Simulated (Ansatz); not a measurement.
Amorphous cells of 8 compositions: the gap between the highest filled and lowest empty level at the zone centre, by PBE and by a single point of HSE06 on the same geometry (PBE, scalar-relativistic without spin-orbit coupling (plane waves to 420 eV, PAW; Ansatz, a quantum-chemistry and plane-wave program); exact exchange cut at the cells' faces). The networks come from melt-quench runs on the CHGNet potential at compositions and starting densities chosen by hand, with anions pushed apart in the CHGNet dynamics, and DFT then relaxed them. The cells are small and were quenched far faster than real films, so single cells scatter. Defect or tail levels can set these gaps. The rows are the first to finish with both values and no moments.

| cell | PBE gap x (eV) | HSE06 gap y (eV) |
|---|---|---|
| A (In12Sn6Zn6O36, 6.27 g/cm3) | 0.51 | 1.77 |
| B (Bi8In16O36, 7.29 g/cm3) | 2.09 | 3.21 |
| C (Ti20O39Cl2, 3.54 g/cm3) | 2.55 | 4.00 |
| D (Zr20O45Nb2, 5.23 g/cm3) | 2.98 | 4.41 |
| E (Zr20O43Y2, 5.65 g/cm3) | 3.37 | 4.88 |
| F (Zr20O42Si, 5.32 g/cm3) | 3.39 | 4.89 |
| G (Zr20O42Ti, 5.19 g/cm3) | 3.44 | withheld |
| H (Zr20O43La2, 5.43 g/cm3) | 3.60 | 5.15 |

Fit a straight line through the 7 full rows and predict the withheld value for G (Zr20O42Ti, 5.19 g/cm3).

Means: x = 2.641, y = 4.044. Slope = Σ(Δx Δy) / Σ(Δx²) = 7.737 / 6.98 = 1.11; the r.m.s. residual is 0.095. Prediction: 4.044 + 1.11 × (3.44 − 2.641) = 4.93. The run gave 5.09, 0.16 above the line.
